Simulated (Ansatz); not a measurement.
Results of LDA in Ansatz (plane waves, PAW) for MgS (F-43m, No. 216; start mp-13032; metastable phase).

Settings: plane-wave cutoff 520 eV, 10×10×10 k mesh, Fermi–Dirac smearing 0.01 eV, scalar-relativistic PAW data made under PBE.

The cell is the one relaxed with PBEsol. Conventional cell: a = 5.6516 Å, b = 5.6516 Å, c = 5.6516 Å, α = 90.00°, β = 90.00°, γ = 90.00°.

```
MgS
1.0
    0.00000     2.82578     2.82578
    2.82578     0.00000     2.82578
    2.82578     2.82578     0.00000
Mg S
1 1
Direct
  0.00000   0.00000   0.00000
  0.25000   0.25000   0.25000
```

### Question
List the 5 lowest band energies at Γ above −25 eV (eV, relative to the valence band maximum), grouping those that round alike.

### Answer
At Γ: -11.27, 0.00 (×3), 3.21.

Note: cell and atoms aren't relaxed at this level (pressure -1.8 GPa).

A start named mp-… is a Materials Project structure, which can be a computed phase never made.

Ansatz is a first-principles code.
